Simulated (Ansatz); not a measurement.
Zinc-blende BeS, treated with LDA in Ansatz (plane waves, PAW).

Run with plane-wave cutoff 520 eV, 12×12×12 k mesh, Fermi–Dirac smearing 0.01 eV, scalar-relativistic PAW data made under PBE.

Response to compression and expansion:

| V (Å³/atom) | P (GPa) | direct gap at Γ (eV) | smallest gap on the k mesh (eV) |
|---|---|---|---|
| 12.965 | 7.09 | 5.456 | 2.675 |
| 13.241 | 4.50 | 5.473 | 2.728 |
| 13.517 | 2.14 | 5.488 | 2.778 |
| 13.793 | -0.01 | 5.501 | 2.824 |
| 14.068 | -1.96 | 5.511 | 2.869 |
| 14.344 | -3.73 | 5.520 | 2.910 |
| 14.620 | -5.34 | 5.450 | 2.950 |

The fundamental gap (2.82 eV at the equilibrium volume, with added k points) lies elsewhere than Γ–Γ.

Ansatz is a first-principles code.
